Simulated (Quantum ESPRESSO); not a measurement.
A self-consistent single point of BaMgF4 (Cmc2_1, 12 atoms in the cell) with Quantum ESPRESSO.

Method: PBEsol, GBRV 1.5 ultrasoft (PBESOL) pseudopotentials (plane waves; Quantum ESPRESSO).

```yaml
crystal:
  lattice:
    - [2.06049, -7.24399, 0.00000]
    - [2.06049, 7.24399, 0.00000]
    - [0.00000, 0.00000, 5.81496]
  atoms:
    - { symbol: Ba, position: [0.14833, 0.85167, 0.53730] }
    - { symbol: Ba, position: [0.85167, 0.14833, 0.03730] }
    - { symbol: Mg, position: [0.58564, 0.41436, 0.00000] }
    - { symbol: Mg, position: [0.41436, 0.58564, 0.50000] }
    - { symbol: F, position: [0.69595, 0.30405, 0.80500] }
    - { symbol: F, position: [0.30405, 0.69595, 0.30500] }
    - { symbol: F, position: [0.66544, 0.33456, 0.26680] }
    - { symbol: F, position: [0.33456, 0.66544, 0.76680] }
    - { symbol: F, position: [0.52502, 0.47498, 0.69000] }
    - { symbol: F, position: [0.47498, 0.52502, 0.19000] }
    - { symbol: F, position: [0.07870, 0.92130, 0.99170] }
    - { symbol: F, position: [0.92130, 0.07870, 0.49170] }
```

Reference input (self-consistent single point, DFT, PBEsol, plane waves, GBRV 1.5 ultrasoft (PBESOL) pseudopotentials): ecutwfc = 40 Ry; ecutrho = 200 Ry; occupations = smearing; smearing = mp; degauss = 0.0099958 Ry; potentials = {Ba: ba_pbesol_v1.uspp.F.UPF, Mg: mg_pbesol_v1.4.uspp.F.UPF, F: f_pbesol_v1.4.uspp.F.UPF}; K_POINTS = automatic 5 5 3 0 0 0; conv_thr = 1e-09 Ry; mixing_beta = 0.7. This run's input differs from it in these lines:

```diff
@@ -13,4 +13,4 @@
     ntyp = 3
-    ecutwfc = 40
-    ecutrho = 200
+    ecutwfc = 28
+    ecutrho = 140
     occupations = 'smearing'
```

The program printed (abridged):

```
     Self-consistent Calculation

     iteration #  1     ecut=    28.00 Ry     beta= 0.70

---- Real-time Memory Report at c_bands before calling an iterative solver
           239 MiB given to the printing process from OS
            95 MiB allocation reported by mallinfo(arena+hblkhd)
------------------

     Threshold (ethr) on eigenvalues was too large:
     Diagonalizing with lowered threshold

---- Real-time Memory Report at c_bands before calling an iterative solver
           298 MiB given to the printing process from OS
           127 MiB allocation reported by mallinfo(arena+hblkhd)
------------------

   [... lines left out ...]
           332 MiB given to the printing process from OS
           134 MiB allocation reported by mallinfo(arena+hblkhd)
------------------

     negative rho (up, down):  1.848E-01 0.000E+00

     total energy              =    -780.38679937 Ry
     estimated scf accuracy    <          3.2E-09 Ry

     iteration # 10     ecut=    28.00 Ry     beta= 0.70

---- Real-time Memory Report at c_bands before calling an iterative solver
           332 MiB given to the printing process from OS
           134 MiB allocation reported by mallinfo(arena+hblkhd)
------------------

     negative rho (up, down):  1.848E-01 0.000E+00
     End of self-consistent calculation

     the Fermi energy is     5.3026 ev

!    total energy              =    -780.38679938 Ry
     estimated scf accuracy    <          2.8E-10 Ry
     smearing contrib. (-TS)   =       0.00000000 Ry
     internal energy E=F+TS    =    -780.38679938 Ry

     convergence has been achieved in  10 iterations

     negative rho (up, down):  1.848E-01 0.000E+00

     Forces acting on atoms (cartesian axes, Ry/au):

     atom    1 type  1   force =     0.00000000    0.00045686    0.00252301
     atom    2 type  1   force =     0.00000000   -0.00045686    0.00252301
     atom    3 type  2   force =     0.00000000    0.00355012    0.00114889
     atom    4 type  2   force =     0.00000000   -0.00355012    0.00114889
     atom    5 type  3   force =     0.00000000   -0.00499646   -0.00337398
   [... lines left out ...]
     Total force =     0.014394     Total SCF correction =     0.000067
   [... lines left out ...]

     negative rho (up, down):  1.848E-01 0.000E+00
          total   stress  (Ry/bohr**3)                   (kbar)     P=     -232.36
  -0.00159508   0.00000000   0.00000000         -234.64        0.00        0.00
   0.00000000  -0.00157028   0.00000000            0.00     -231.00        0.00
   0.00000000   0.00000000  -0.00157330            0.00        0.00     -231.44

   JOB DONE.
```

The run converged in 10 iterations. Against the reference run the free energy goes up by 340 meV/atom, the pressure goes from -0.17 to -23.24 GPa, the largest force goes from 0.133 to 0.155 eV/Å and the gap on the mesh hardly changes (6.994 to 6.999 eV).

The starting cell comes from a database of published, mostly measured structures (it also holds non-ambient and calculated ones), without a prior relaxation at this level. At the lowered cutoff the pressure carries the error of an incomplete plane-wave basis.

Cost on one core of a shared machine: roughly 2 min.
